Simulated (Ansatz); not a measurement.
Migration barriers: B-vacancy pair in 4H silicon carbide, charge state +1

Defect: B-vacancy pair (B on one host C site, one C site vacant) in 4H silicon carbide, charge state +1. Calculation: PBE, PAW (plane waves to 420 eV; Ansatz, a quantum-chemistry and plane-wave program).

Settings: 72 host sites, the relaxed PBE lattice, the Γ point alone, smearing 0.01 eV, spin-restricted, no image-charge correction. Energies are static. The charge state is imposed; whether it is stable for some Fermi level was not computed. Forms of the defect that were not tried may lie lower. The order of the sites in energy changes with the mesh.

Barriers: single points on a 2×2×2 k-point mesh shifted by half a step along c at the bands' geometries (they differ from the bands' own by up to 0.51 eV, and are uncertain by about as much).

```csv
Route,Start site over the lowest site run (eV),Hop (Å),Forward barrier (eV),Backward barrier (eV),Neighbours at the start,Neighbours at the saddle,Saddle order,"Forward, on the band's own sampling (eV)"
direct exchange of B with the vacancy (B-vacancy distance between ideal sites 3.09 Å throughout),0.00,3.04,3.61,3.59,"Si at 1.89, 2 Si at 1.91, Si at 1.94 Å","Si at 1.86, 2 Si at 2.17, 2 Si at 2.21 Å","not checked, on a symmetry element",3.10
a nearby C atom hops onto the vacant site (B-vacancy distance between ideal sites 3.09 → 5.36 Å),0.00,3.07,4.59,4.24,"Si at 1.87, Si at 1.90, 2 Si at 1.92 Å","Si at 1.80, 2 Si at 2.15, Si at 2.21 Å",not checked,4.51
a nearby C atom hops onto the vacant site (B-vacancy distance between ideal sites 3.09 → 4.38 Å),0.00,3.07,5.00,4.55,"Si at 1.87, Si at 1.90, 2 Si at 1.92 Å","Si at 1.78, Si at 2.16, Si at 2.20, Si at 2.21, Si at 2.26 Å",not checked,4.67
a nearby C atom hops onto the vacant site (B-vacancy distance between ideal sites 3.09 Å throughout),0.00,3.12,5.01,5.01,"Si at 1.87, 2 Si at 1.90, Si at 1.91 Å","Si at 1.80, 2 Si at 2.19, 2 Si at 2.23 Å","not checked, on a symmetry element",4.61
```

Paths come from climbing-image nudged elastic band runs. Of the routes that converged and passed our checks, the lowest saddle point lies 3.61 eV above the lowest of the sites run (direct exchange of B with the vacancy (B-vacancy distance between ideal sites 3.09 Å throughout)); other sites, such as split forms, and other routes may lie lower. A band can be held on a symmetry element, so unchecked saddle points there may be too high.
